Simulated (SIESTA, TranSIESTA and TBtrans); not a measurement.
Ta chain with one C atom inserted

Device: Ta chain with one C atom inserted. Leads: straight Ta chain, spacing 2.491 Å. Geometry: 3 atoms about the centre moved by SIESTA (PBE, DZP) to a largest force of 0.02 eV/Å, all others as built, motion along the axis alone. Transport runs along z; the first 6 and the last 6 of the 21 atoms are the lead cells, repeated to infinity.

```xyz
21
Lattice="9.000 0.000 0.000 0.000 9.000 0.000 0.000 0.000 50.979" Properties=species:S:1:pos:R:3 pbc="F F T"
Ta     4.500     4.500     0.000
Ta     4.500     4.500     2.491
Ta     4.500     4.500     4.982
Ta     4.500     4.500     7.473
Ta     4.500     4.500     9.964
Ta     4.500     4.500    12.455
Ta     4.500     4.500    14.946
Ta     4.500     4.500    17.437
Ta     4.500     4.500    19.928
Ta     4.500     4.500    22.298
C      4.500     4.500    24.245
Ta     4.500     4.500    26.190
Ta     4.500     4.500    28.560
Ta     4.500     4.500    31.051
Ta     4.500     4.500    33.542
Ta     4.500     4.500    36.033
Ta     4.500     4.500    38.524
Ta     4.500     4.500    41.015
Ta     4.500     4.500    43.506
Ta     4.500     4.500    45.997
Ta     4.500     4.500    48.488
```
Starting moments (μB): atom 7 +1, atom 8 +1, atom 9 +1, atom 10 +1, atom 12 +1, atom 13 +1, atom 14 +1, atom 15 +1; lead atoms +1 (left) and +1 (right).

Computed with TranSIESTA and TBtrans, PBE, DZP numerical orbitals (energy shift 0.15 eV), PseudoDojo norm-conserving scalar-relativistic potentials, mesh cutoff 200 Ry, 300 K, spin-polarised (collinear), no spin-orbit coupling; self-consistent non-equilibrium Green functions.

- Conductance at 300 K (G0 = 2e²/h) = 2.40
- Mean T from −0.5 to 0.5 eV = 2.39

Energies count from the leads' Fermi level. Transmissions are for each spin. The energy step is 0.01 eV; narrower resonances are cut or missed.

```tsv
E (eV)	T up	T down	lead channels up	down
-2.00	2.26	0.72	3	1
-1.80	2.10	2.17	4	3
-1.60	2.49	2.46	4	3
-1.40	2.62	2.37	4	3
-1.20	2.67	2.13	4	3
-1.00	2.69	2.43	4	4
-0.80	2.69	2.58	4	4
-0.60	2.66	2.58	4	4
-0.40	2.63	2.54	6	4
-0.20	2.54	2.47	6	4
0.00	2.42	2.38	6	4
0.20	2.27	2.30	6	4
0.40	2.14	2.24	6	6
0.60	2.03	2.13	6	6
0.80	1.93	2.04	6	6
1.00	1.80	1.90	6	6
1.20	1.62	1.76	6	6
1.40	1.20	1.65	3	6
1.60	0.59	1.56	1	6
1.80	0.61	1.48	1	6
2.00	0.63	1.29	1	6
```

The magnetic order of the leads was set by the start, and no other order was tried; the separate lead runs end at 1.12 (left) and 1.12 (right) μB an atom. The straight chain is held at its spacing; free chains may zigzag or dimerise. Spin-orbit coupling, left out here, matters for the heavy atoms.
